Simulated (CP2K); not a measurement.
Band structure of LaZnSbO (P4/nmm, 8 atoms in the cell).

```
CELL_PARAMETERS angstrom
      4.26837     0.00000     0.00000
      0.00000     4.26837     0.00000
      0.00000     0.00000     9.71636
ATOMIC_POSITIONS crystal
  La 0.00000 0.50000 0.88069
  La 0.50000 0.00000 0.11931
  Zn 0.00000 0.00000 0.50000
  Zn 0.50000 0.50000 0.50000
  Sb 0.50000 0.00000 0.68015
  Sb 0.00000 0.50000 0.31985
  O  0.50000 0.50000 0.00000
  O  0.00000 0.00000 0.00000
```

Method of the run: PBEsol, GPW, DZVP-MOLOPT-SR-GTH basis, GTH-PBE potentials (GTH_POTENTIALS) (CP2K 2026.2).

Settings: CUTOFF = 600 Ry; REL_CUTOFF = 50 Ry; SMEAR/METHOD = GAUSSIAN; SIGMA = 0.2 eV; KPOINTS/SCHEME = MONKHORST-PACK 5 5 3; XC_FUNCTIONAL = PBE:PBESOL; La/BASIS_SET = DZVP-MOLOPT-SR-GTH; La/POTENTIAL = GTH-PBE-q11; Zn/BASIS_SET = DZVP-MOLOPT-SR-GTH; Zn/POTENTIAL = GTH-PBE-q12; Sb/BASIS_SET = DZVP-MOLOPT-SR-GTH; Sb/POTENTIAL = GTH-PBE-q5; O/BASIS_SET = DZVP-MOLOPT-SR-GTH; O/POTENTIAL = GTH-PBE-q6.

The starting cell comes from a database of computed structures (which also holds hypothetical and non-ambient phases and stackings), without a prior relaxation at this level. Its lattice was rescaled by a random factor within 2.5 % of one. Spin-orbit coupling is off. Values carry the incompleteness of an atom-centred basis. The potentials were made for another functional than the one used.

Levels in eV from the Fermi level, bands 31 to 36:
| point | 31 | 32 | 33 | 34 | 35 | 36 |
|---|---|---|---|---|---|---|
| Γ | -2.00 | -0.85 | -0.15 | -0.08 | -0.08 | 1.02 |
| X | -2.15 | -2.15 | -0.74 | -0.74 | 1.41 | 1.41 |
| M | -3.18 | -3.18 | -2.83 | -2.83 | 0.56 | 0.56 |
| Z | -1.93 | -1.79 | -0.19 | -0.19 | -0.02 | 1.15 |
| R | -1.88 | -1.88 | -0.71 | -0.71 | 1.21 | 1.21 |
| A | -3.22 | -3.22 | -2.73 | -2.73 | 0.62 | 0.62 |

Bands cross the Fermi level along this path, so the cell is metallic at this level.

Higher empty bands are left out: an atom-centred basis made for the valence describes them poorly.
